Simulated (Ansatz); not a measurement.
**A computed series for AlCr2C: pressure series**

Start from AlCr₂C (space group P6_3/mmc, No. 194; a = 2.8403 Å, c = 12.7048 Å; non-magnetic).

Cell and atoms are relaxed at each pressure.

Computed with Ansatz (a program for electronic structure) PBE, spin-orbit coupling left out.

Notes on the quantities. enthalpy: H = E + PV relative to the base's energy.

```json
[
 {"change": "base", "enthalpy": "–", "density": "5.35 g/cm³"},
 {"change": "pressure −2 GPa", "enthalpy": "-0.14 eV/atom", "density": "5.29 g/cm³"},
 {"change": "pressure −1 GPa", "enthalpy": "-0.07 eV/atom", "density": "5.32 g/cm³"},
 {"change": "pressure 1.8 GPa", "enthalpy": "+0.12 eV/atom", "density": "___"},
 {"change": "pressure 4.2 GPa", "enthalpy": "+0.29 eV/atom", "density": "5.46 g/cm³"},
 {"change": "pressure 9 GPa", "enthalpy": "+0.61 eV/atom", "density": "5.59 g/cm³"},
 {"change": "pressure 18 GPa", "enthalpy": "+1.20 eV/atom", "density": "5.80 g/cm³"},
 {"change": "pressure 30 GPa", "enthalpy": "+1.95 eV/atom", "density": "6.04 g/cm³"},
 {"change": "pressure 45 GPa", "enthalpy": "+2.84 eV/atom", "density": "6.32 g/cm³"},
 {"change": "pressure 60 GPa", "enthalpy": "+3.71 eV/atom", "density": "6.56 g/cm³"}
]
```

Question: Complete the table.

Answer: 
- pressure 1.8 GPa, density: 5.40 g/cm³

Load acts through the strain it causes; cell and atoms are relaxed under it. Stability against distortions was not tested. Competing high-pressure phases were not computed. Starting moments died away, wholly or in part, for the base; another magnetic solution may exist. All final runs are without spin polarisation.
